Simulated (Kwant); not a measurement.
Model system: wire with on-site disorder in a Ge (holes) two-dimensional gas. Effective mass 0.06 mₑ, grid spacing 3.8 nm, hard walls, nominal width 60 nm (15 grid rows, so walls 60.8 nm apart), one parabolic valley, scattering region 240 nm long along x; energies count from the band bottom; Fermi energy swept from 0.00087044 to 0.02054 eV. On-site energies in the scattering region are random, uniform within ±W/2, W = 0.083 eV, averaged over 12 samples.

Constants are typed, rounded textbook-type inputs, not results; the design itself was drawn at random and stands for no fabricated device.

Model: effective-mass tight-binding model on a square grid, one spin, coherent transport at 0 K (Kwant). Conductance is in e²/h.

How many channels do the leads carry at E = 8.57, 19.7, 20.5 meV?

The hard-wall thresholds are n² ħ²π²/(2mW²) = n² × 1.70 meV with W = 60.8 nm. √(8.57/1.70) = 2.25, so 2. √(19.7/1.70) = 3.41, so 3. √(20.5/1.70) = 3.48, so 3.
